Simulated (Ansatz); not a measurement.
# fcc Cu: the defect Ni_Cu

Calculation: PBE, PAW (plane waves to 420 eV; Ansatz, a program for electronic structure). Set-up: 32-site cell; 6×6×6 shifted k-points; start: the Cu site; no Hubbard U; energies good to tenths of an eV; the relaxation kept the symmetry of the starting site.

Neighbours after relaxation, in Å: of the Ni atom: Cu 2.55, Cu 2.55, Cu 2.55, Cu 2.55, Cu 2.55, Cu 2.55, Cu 2.55, Cu 2.55 (the shell may go on).

Formation energies E_f are those of the neutral cell. Chemical conditions: host crystal and elements as references (Δμ(Cu) = 0.00 eV, Δμ(Ni) = 0.00 eV; Ni taken from its element, since no compound that bounds it was computed at this level; only phases computed here count, gases as isolated molecules at 0 K). Reference phases: Cu: fcc Cu, Ni: fcc Ni, ferromagnetic.

```tsv
charge	moment (μB)	point group	largest move off a lattice site (Å)	E_f, host crystal and elements as references (eV)
0	not spin-polarised	Oh	0.01	0.04
```

Point groups are those of the whole cell at tolerances of 0.03 and 0.1 Å ("near" where only the looser one holds); none is given for unsettled states.

All states together cost very roughly 4 core-minutes.
